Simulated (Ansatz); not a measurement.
The starting structures come from a database of crystals and need not be the phases stable at ambient conditions.

# Evanescent states of AlInSb₂ (P-4m2, not sure to be the ambient phase, 4 atoms a cell, 32.2 Å³ an atom) along the normal of (111)

Level of theory: r2SCAN (plane waves, PAW; Ansatz, a program for electronic structure).

The gap is the functional's own, uncorrected, and κ follows it; spin-orbit coupling is left out. Mid-gap values are interpolated between the computed energies.

Energies count from the valence-band top; κ is the least over a 6×4 mesh across the current.

```tsv
E (eV)	κ (1/Å)	where
0.03	0.022	Γ
0.09	0.036	Γ
0.15	0.044	Γ
0.21	0.049	Γ
0.27	0.053	Γ
0.33	0.056	Γ
0.39	0.058	Γ
0.45	0.059	Γ
0.51	0.059	Γ
0.57	0.058	Γ
0.63	0.055	Γ
0.69	0.052	Γ
0.75	0.048	Γ
0.81	0.041	Γ
0.87	0.031	Γ
0.93	0.011	Γ
```

Problem. How thick must the barrier be to attenuate the transmission by 10^8 when the electrodes' Fermi level lies at 0.27 eV, and what attenuation does that film give at 0.87 eV?

Solution. d = 8 ln 10 / (2 × 0.053) = 173.8 Å. At 0.87 eV it gives 8 × 0.031/0.053 = 4.7 decades.
